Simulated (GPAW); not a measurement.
Input and output of a self-consistent single point for SrCaI₄ (P1, 6 atoms in the cell) (GPAW).

Method of the run: PBEsol, GPAW PAW datasets PBEsol (made by gpaw-setup) (plane waves; GPAW).

The change in words: lattice scaled by 0.98. Reference geometry:
```
CELL_PARAMETERS angstrom
      7.28074     0.00000     0.00000
      0.00000     4.66211     0.00000
     -0.03196     0.00000     8.10929
ATOMIC_POSITIONS crystal
  Sr 0.00132 0.00308 0.99831
  Ca 0.00124 0.50009 0.49820
  I  0.23815 0.99865 0.34718
  I  0.76100 0.00304 0.65275
  I  0.24960 0.50046 0.82449
  I  0.74868 0.49467 0.17907
```

Reference input (self-consistent single point, DFT PBEsol, plane waves, GPAW PAW datasets PBEsol (made by gpaw-setup)): mode = pw; ecut = 600 eV; xc = PBEsol; kpts = 2 3 2; mesh shift (steps) = 0 0 0; occupations.name = fermi-dirac; occupations.width = 0 eV; nbands = -6; convergence.density = 1e-05 e/electron; convergence.energy = 1e-05 eV/electron; convergence.bands = -4; symmetry.symmorphic = false. This run's input differs from it in these lines:

```diff
@@ -5,5 +5,5 @@
 atoms = Atoms(['Sr', 'Ca', 'I', 'I', 'I', 'I'],
-              cell=[[7.280740, 0.000000, 0.000000],
-                    [0.000000, 4.662110, 0.000000],
-                    [-0.031958, 0.000000, 8.109287]],
+              cell=[[7.135125, 0.000000, 0.000000],
+                    [0.000000, 4.568868, 0.000000],
+                    [-0.031319, 0.000000, 7.947101]],
               scaled_positions=[[0.001322, 0.003084, -0.001691],
```

Output, abridged:

```
     iter     time        total  log10-change:
                         energy   eigst   dens
iter:   1 --:--:--   -20.610768   +0.30
iter:   2 --:--:--   -20.855735   -0.23  -1.36
iter:   3 --:--:--   -20.892118   -0.75  -1.39
iter:   4 --:--:--   -20.930387   -1.04  -1.42
iter:   5 --:--:--   -20.940116   -1.41  -1.83
iter:   6 --:--:--   -20.924062   -1.54  -1.89
iter:   7 --:--:--   -20.922929   -1.76  -2.49
iter:   8 --:--:--   -20.922943   -1.94  -2.56
iter:   9 --:--:--   -20.922261   -2.30  -2.68
iter:  10 --:--:--   -20.922345   -2.52  -3.05
iter:  11 --:--:--   -20.922186c  -2.67  -3.05
   [... lines left out ...]
iter:  18 --:--:--   -20.922173c  -4.07  -4.44
iter:  19 --:--:--   -20.922173c  -4.36  -4.79
iter:  20 --:--:--   -20.922173c  -4.42  -5.12c
iter:  21 --:--:--   -20.922173c  -4.66  -5.18c
iter:  22 --:--:--   -20.922173c  -5.03  -5.25c
iter:  23 --:--:--   -20.922173c  -5.43  -5.37c
iter:  24 --:--:--   -20.922173c  -5.62  -5.47c
   [... 4 lines left out ...]
iter:  29 --:--:--   -20.922173c  -6.66  -5.79c
iter:  30 --:--:--   -20.922173c  -7.00  -6.48c
iter:  31 --:--:--   -20.922173c  -7.05  -6.52c
iter:  32 --:--:--   -20.922173c  -7.35  -6.50c
iter:  33 --:--:--   -20.922173c  -7.59c -6.94c
Converged after 33 iterations.

Dipole moment: (-0.859631, -0.734088, 0.824293) |e|*Ang

Energy contributions relative to reference atoms: (reference = -878772.139357)

Kinetic:        +33.152347
Potential:      -29.560984
External:        +0.000000
XC:             -23.617376
Entropy (-ST):   +0.000000
Local:           -0.896161
SIC:             +0.000000
--------------------------
Free energy:    -20.922173
Extrapolated:   -20.922173

Showing only first 2 kpts
 Kpt  Band  Eigenvalues  Occupancy
  0    22      1.30693    2.00000
  0    23      1.52475    2.00000
  0    24      5.13683    0.00000
  0    25      5.64283    0.00000

  1    22      1.19158    2.00000
  1    23      1.30025    2.00000
  1    24      5.48892    0.00000
  1    25      5.61833    0.00000

Fermi level: 3.33079

Gap: 3.612 eV
Transition (v -> c):
   [... lines left out ...]
  0 Sr   -0.09732   -0.08141    0.07350
  1 Ca   -0.05075    0.00798    0.06193
  2 I     0.19644    0.01132   -0.04485
  3 I    -0.13216   -0.02874    0.01380
  4 I     0.12166    0.01974   -0.08458
  5 I    -0.03787    0.07110   -0.01978

Stress tensor:
    -0.002750     0.000092     0.000778
     0.000092    -0.003679    -0.000016
     0.000778    -0.000016    -0.002029
Stress (GPa, Voigt): [-0.4406 -0.5894 -0.325  -0.0026  0.1246  0.0148]
```

The run converged in 33 iterations. GPAW prints stress with tension positive. Against the reference run the free energy drops by 3.5 meV/atom, the pressure goes from -0.81 to 0.45 GPa, the largest force goes from 0.225 to 0.202 eV/Å and the gap on the mesh goes from 3.661 to 3.612 eV.

The starting cell comes from a database of computed structures (which also holds hypothetical and non-ambient phases and stackings), without a prior relaxation at this level. Its atoms were displaced at random from the sites of space group no. 10. For this run, on top of that: lattice scaled by 0.98. Spin-orbit coupling is off.

Cost on one core of a shared machine: roughly 60 s.
